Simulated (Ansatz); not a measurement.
Structures of equal composition on the (111) surface of fcc Pd: a layer of Ag in place of the second plane; a layer of Ag in place of the third plane. The slabs share one bottom face, and each structure is named by its start. These are constructed structures in small cells; real faces may alloy, dewet or reconstruct in larger ones, and not all known structures of the face are among them. Slabs of about 11 Å with all that they carry, Fermi-Dirac smearing of 0.1 eV. Bottom of the slabs: a bare face, its two planes held. Relaxed from the named starts with such symmetry as they have, on meshes of like density; energies extrapolated to zero smearing; no spin-orbit coupling, no U. Spin-polarised runs, if any, are marked in brackets, and their order is one that fits the cell; the others ran without spin.

These are PBE (plane waves to 420 eV, PAW; Ansatz, an electronic-structure program) values and carry that method's errors.

Order them by energy per 1x1 cell (lowest first) at the level PBE.

a layer of Ag in place of the second plane (0.000 eV), a layer of Ag in place of the third plane (0.093 eV)
